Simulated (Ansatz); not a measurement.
The parent structure is TiSi2 (space group Fddd, No. 70).

```xyz
6
Lattice="0.0000 4.1148 4.2603 2.3896 0.0000 4.2603 2.3896 4.1148 0.0000" Properties=species:S:1:pos:R:3 pbc="T T T"
Si     2.3896     5.4523     4.2603
Si     2.3896     2.7772     4.2603
Si     3.5844     4.8346     6.3904
Si     3.5844     7.5097     6.3904
Ti     0.0000     0.0000     0.0000
Ti     1.1948     2.0574     2.1301
```

Cartesian axes are those of the cell as printed.

Calculations: r2SCAN (Ansatz, a quantum-chemistry and plane-wave program; PAW; 500 eV plane waves; no SOC).

Strains are applied to the cell and any free atomic positions relax; under biaxial strain the out-of-plane vector relaxes too.

One change was made to it. Results:

The energy increases by 198 meV/atom; the pressure (mean of the normal stresses, compression positive) goes from zero to 34.9 GPa.

Q: Which of these changes matches the shifts?
(A) biaxial strain −0.52 %, plane normal [001], relaxed out of plane
(B) tensor shear ε_xz = +1.26 %
(C) isotropic strain −5.29 %

A: C, isotropic strain −5.29 %. For comparison, the energy relative to the base in the other runs: tensor shear ε_xz = +1.26 % gives +3.1 meV/atom; biaxial strain −0.52 %, plane normal [001], relaxed out of plane gives +0.8 meV/atom.

Without a gap, meshes like the base's 13×13×13 leave anisotropic stresses uncertain by several tenths of a GPa, and small strain energies with them. No phonon test of stability was made. All final runs are without spin polarisation.
